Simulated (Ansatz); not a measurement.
The starting structures come from a database of crystals and need not be the phases stable at ambient conditions.

Given:

```
CELL_PARAMETERS angstrom
      3.86607     0.00000     0.00000
     -1.93304     3.34812     0.00000
      1.93304     1.11604     3.15663
ATOMIC_POSITIONS crystal
  Mg 0.00000 0.00000 0.00000
  Se 0.00000 0.50000 0.50000
```

Space group of this cell: Fm-3m, rock salt. The cell is taken as given.

The current runs along the normal of the first two printed vectors, the (111) plane. All runs by Ansatz (a first-principles code), plane waves and PAW, without spin-orbit coupling; the base is r2SCAN.

```csv
run,mean pressure (GPa),gap (eV),mid-gap κ (1/Å)
base,0.2,2.48,0.178
all lengths scaled by 0.98,4.8,2.59,0.188
all lengths scaled by 1.02,-3.4,___,___
lda in place of r2scan,-2.7,___,___
"lengths across the current scaled by 0.98, ions clamped",3.1,2.47,0.189
"lengths across the current scaled by 1.02, ions clamped",-2.3,___,___
"lengths along the current scaled by 0.97, ions clamped",2.3,2.32,0.179
"lengths along the current scaled by 1.03, ions clamped",-1.7,2.32,0.179
pbesol in place of r2scan,-0.6,1.76,0.137
```

Task: Complete the blanks.

Result: 
- all lengths scaled by 1.02, gap (eV): 2.38
- all lengths scaled by 1.02, mid-gap κ (1/Å): 0.168
- lda in place of r2scan, gap (eV): 1.65
- lda in place of r2scan, mid-gap κ (1/Å): 0.131
- lengths across the current scaled by 1.02, ions clamped, gap (eV): 2.29
- lengths across the current scaled by 1.02, ions clamped, mid-gap κ (1/Å): 0.169
